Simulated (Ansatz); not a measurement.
# HfB2, response to strain

Take HfB₂ (space group P6/mmm, No. 191; a = 3.146 Å, c = 3.486 Å; relaxed with 0.1 eV smearing) as the base. Axes: x lies along a and z along c of the hexagonal cell.

Strains are applied to the cell and any free atomic positions relax.

The values are results of PBE (Ansatz, an electronic-structure program, PAW, no spin-orbit coupling), not measurements.

Notes on the quantities. energy relative to the base: free energy F.

| uniaxial strain ε_zz (%) | energy relative to the base (meV/atom) |
|---|---|
| 0 | 0.0 |
| 0.5 | 0.3 |
| 1 | 1.4 |
| 1.5 | 3.0 |
| 2 | ? |
| 2.5 | 8.3 |
| 3 | 11.8 |

Fit ΔE = Aε² + Bε³ (ε in %) to the rows shown and predict the withheld row.

Least squares on the printed values gives A = 1.39 and B = -0.025 meV/atom (largest residual 0.0 meV/atom); this predicts 5.3 meV/atom, and the run gives 5.3 meV/atom, in agreement.

No phonon test of stability was made. All final runs are without spin polarisation.
